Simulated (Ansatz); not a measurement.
The cell is built on a prototype and need not be the phase stable at ambient conditions.

By r2SCAN, the system below comes out a metal.

A figure of merit of an interconnect metal is its ballistic conductance per area.

```xyz
4
Lattice="2.9953 0.0000 0.0000 0.0000 3.8110 0.0000 1.4976 0.0000 2.5940" Properties=species:S:1:pos:R:3 pbc="T T T"
B      1.4976     3.8110     0.8647
B      2.9953     1.9055     1.7293
B      2.9953     0.0000     1.7293
B      1.4976     1.9055     0.8647
```

Space group of this cell: P6/mmm. The cell was relaxed by PBE-D3(BJ); by r2SCAN its mean pressure is 4.4 GPa.

The current flows along the normal of the first two printed cell vectors. No spin-orbit coupling; the value is a mean over 0.1 eV about the Fermi level.

Question: Give the ballistic conductance per area that r2SCAN in Ansatz (a program for electronic structure) yields.

Answer: 0.84 × 10¹⁵ S/m² for both spins.
